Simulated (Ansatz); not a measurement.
The starting structures come from a database of crystals and need not be the phases stable at ambient conditions.

 Where the default PAW files enter, the runs use the earlier of Ansatz's two default sets.

Tunnelling through a barrier is set by its complex band structure: the current falls as exp(−2κd) with the smallest κ.

Input:

```yaml
crystal:
  lattice:
    - [5.99209, 0.00000, 0.00000]
    - [2.99605, 6.49650, 0.05488]
    - [2.99605, -1.40407, 2.64667]
  atoms:
    - { symbol: Na, position: [0.00000, 0.50000, 0.50000] }
    - { symbol: Na, position: [0.00000, 0.00000, 0.00000] }
    - { symbol: B, position: [0.50000, 0.00000, 0.00000] }
    - { symbol: B, position: [0.50000, 0.50000, 0.50000] }
    - { symbol: H, position: [0.85771, 0.87855, 0.64230] }
    - { symbol: H, position: [0.37854, 0.12145, 0.35772] }
    - { symbol: H, position: [0.38519, 0.87855, 0.11480] }
    - { symbol: H, position: [0.37857, 0.12145, 0.88517] }
    - { symbol: H, position: [0.61481, 0.62145, 0.38517] }
    - { symbol: H, position: [0.62143, 0.37855, 0.14230] }
    - { symbol: H, position: [0.14229, 0.62145, 0.85772] }
    - { symbol: H, position: [0.62146, 0.37855, 0.61480] }
```

Space group of this cell: P4_2/nmc. The cell was relaxed by PBE-D3(BJ).

Transport runs along the normal of the first two printed cell vectors, the (111) plane of the conventional cell.

The gap is the functional's own, uncorrected, and κ follows it; spin-orbit coupling is left out. Mid-gap values are interpolated between the computed energies.

State the band gap and the smallest decay constant κ at mid-gap according to r2SCAN in Ansatz (a program for electronic structure).

Gap 6.78 eV on a 12×12×12 mesh; κ = 0.472 1/Å, at (0.000, 0.500) of the in-plane reciprocal vectors. At the zone centre, at the nearest computed energy, the slowest state has κ = 0.52 1/Å.
